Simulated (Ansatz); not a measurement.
Cubic perovskite CsCdCl₃, treated with r²SCAN+SOC in Ansatz (PAW).

Run with plane-wave cutoff 560 eV, 8×8×8 k mesh, Fermi–Dirac smearing 0.01 eV, PAW data made under PBE.

Equation-of-state points:

```json
[
 {"V (Å³/atom)": "27.321", "E − E_lowest (meV/atom)": "13.10"},
 {"V (Å³/atom)": "27.902", "E − E_lowest (meV/atom)": "5.58"},
 {"V (Å³/atom)": "28.483", "E − E_lowest (meV/atom)": "1.34"},
 {"V (Å³/atom)": "29.065", "E − E_lowest (meV/atom)": "0.00"},
 {"V (Å³/atom)": "29.646", "E − E_lowest (meV/atom)": "1.25"},
 {"V (Å³/atom)": "30.227", "E − E_lowest (meV/atom)": "4.80"},
 {"V (Å³/atom)": "30.809", "E − E_lowest (meV/atom)": "10.39"}
]
```

Problem. Estimate the bulk modulus and its pressure derivative from these points.

Solution. V0 = 29.063 Å³/atom, B0 = 35.6 GPa, B′ = 4.9 (fit to the energies at full precision).

Static lattice: no zero-point or thermal effects.

Computing time: around 50 core-minutes (rough).

Ansatz is a program for electronic structure.
